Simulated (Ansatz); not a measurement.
Base system: CdGa$_{2}$Se$_{4}$ (space group I-4, No. 82; a = 5.7263 Å, c = 10.7810 Å). Axes: x, y, z lie along a, b, c of the conventional cell.

Level of theory: PBEsol/PAW in Ansatz (a program for electronic structure), scalar-relativistic without spin-orbit coupling.

For the base:

| Item | Value |
|---|---|
| Band gap | 1.37 eV |

Perturbation: compressive biaxial strain of 0.75 % in the plane normal to [001], as in epitaxy on a mismatched substrate; the out-of-plane cell vector and the atoms relax.

Estimate the effect on the in-plane stress and band gap.

The mean in-plane stress (compression positive) comes out as +0.3 GPa; the band gap drops by 0.01 eV, from 1.37 eV to 1.36 eV.

Stability against distortions was not tested.
